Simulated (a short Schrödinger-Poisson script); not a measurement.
Structure: symmetric double-gate stack, SiO2 on p-type Si(110), at 400 K.

```
layer  material  thickness (nm)  Na (cm⁻³)
-----  --------  --------------  ---------
1          SiO2             1.9          -
2            Si              14       3e16
3          SiO2             1.9          -
```

Constants are typed, rounded textbook-type inputs, not results; the design itself was drawn at random and stands for no fabricated device. SiO2: permittivity 3.9, conduction-band edge (eV) 3.15, gap (eV) 9, electron mass (mₑ) 0.5. Si: permittivity 11.7, conduction-band edge (eV) 0, gap (eV) 1.124, Nv at 300 K (cm⁻³) 3.1e19.

Channel valleys (confinement mass, in-plane density-of-states mass, number): Δ4 0.315, 0.324, 4; Δ2 0.19, 0.417, 2. At the gates, both at one voltage, the conduction-band edge of layer 1 lies 3.58 eV − eVg above the Fermi level of the channel. Gaps are held at their typed values at every temperature. Mesh 0.03 nm at interfaces.

Solved with a short Schrödinger-Poisson script written for these runs: 1D Poisson equation in equilibrium, electrons classical, Fermi-Dirac, parabolic valleys, classical holes, full ionisation, no traps, pinning or gate leakage.

The same stack at other levels of the model or other numerical settings:

| run | sheet density of all electrons at Vg = 1.9 V (cm⁻²) | sheet density of all electrons at Vg = 0.7 V (cm⁻²) | capacitance of both gates at Vg = 1.9 V (μF/cm²) | gate voltage at 1e11 electrons/cm² (V) | rough cost against the base |
|---|---|---|---|---|---|
| base | 3.02e13 | 6.40e12 | 3.29 | 0.22 | about 1 |
| electrons treated as classical, Boltzmann | 3.12e13 | 6.47e12 | 3.45 | 0.22 | 0.4 |
| electrons treated as quantum, Hartree | 2.69e13 | 5.47e12 | 3.05 | 0.23 | 10 |
| mesh six times as coarse | 2.99e13 | 6.34e12 | 3.25 | 0.22 | 0.4 |

The classical rows ignore confinement, and Boltzmann statistics overrate the density once the band edge passes the Fermi level.
